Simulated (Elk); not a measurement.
Band structure of Mg₆SnSb (Amm2, 8 atoms in the cell).

```
Mg6SnSb
1.0
    5.26180     0.00000     0.00000
    0.00000     3.26125     5.50007
    0.00000    -3.26125     5.50007
Mg Sn Sb
6 1 1
Direct
  0.00000   0.83342   0.33402
  0.00000   0.33402   0.83342
  0.50000   0.66685   0.16769
  0.50000   0.16769   0.66685
  0.50000   0.66610   0.66610
  0.50000   0.16636   0.16636
  0.00000   0.83277   0.83277
  0.00000   0.33279   0.33279
```

Computed with PBEsol, all-electron FP-LAPW, Elk's shipped species files, LAPW+lo basis (Elk 10.2.4).

Settings: xctype = 22; rgkmax = 7.5; swidth = 0.00367493 Ha; ngridk = 3 3 3; gmaxvr = 16 1/bohr; nxoapwlo = 1; maxscl = 100.

The starting cell comes from a database of computed structures (which also holds hypothetical and non-ambient phases and stackings), without a prior relaxation at this level. Spin-orbit coupling is off. Values depend on the basis (sphere radii, cutoffs, local orbitals), which need not be converged. The run gives no clean gap (levels at the Fermi energy touch, overlap or are partly filled at this smearing), which alone does not show that the compound is a metal.

Levels in eV from the Fermi level, bands 45 to 52:
```csv
point,45,46,47,48,49,50,51,52
Γ,-2.41,-1.98,-0.59,0.79,1.43,1.45,1.70,2.11
X,-1.83,-1.75,-0.90,-0.47,-0.46,0.86,1.66,2.30
S,-1.98,-1.49,-0.88,-0.23,0.08,0.76,0.85,1.11
R,-2.46,-1.18,-0.71,0.47,0.83,1.44,1.66,2.67
A,-1.80,-0.86,-0.81,0.37,1.13,1.22,2.58,3.01
Z,-2.39,-1.75,-1.32,-0.93,-0.93,-0.82,-0.64,2.92
Y,-0.90,-0.81,-0.79,-0.79,-0.78,0.88,0.89,1.19
X1,-1.83,-1.75,-0.90,-0.47,-0.46,0.86,1.66,2.30
A1,-1.80,-0.86,-0.81,0.37,1.13,1.22,2.58,3.01
T,-2.31,-0.87,0.59,1.37,1.41,1.83,2.00,2.40
```

Bands cross the Fermi level along this path, so the cell is metallic at this level.
